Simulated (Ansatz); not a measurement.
The parent structure is HgTe in the zinc blende structure (space group F-43m, No. 216; a = 6.435 Å). Axes: x, y, z lie along the cube axes.

The values are results of LDA (Ansatz, an electronic-structure program), without spin-orbit coupling, not measurements.

The change: the cell is scaled by 1.0100 in all directions, atoms relaxed at fixed cell.

### Question
Predict the stress tensor and what it implies for the stiffness.

### Answer
Stress of the strained cell less that of the base (GPa, compression positive):
```
   -1.3     0.0     0.0
    0.0    -1.3     0.0
    0.0     0.0    -1.3
```

Then B = −ΔP/(ΔV/V₀) with ΔV/V₀ = 0.0303 gives secant stiffness values (nonlinear terms included at this strain): B ≈ 43 GPa.

As a check, the harmonic strain energy −½ V₀ Δσ:ε is 4.1 meV/atom; the computed energy rise is 4.3 meV/atom.

A case with no gap was solved on a k-mesh chosen for an insulator, which is coarse for it. No phonon test of stability was made. All final runs are without spin polarisation.
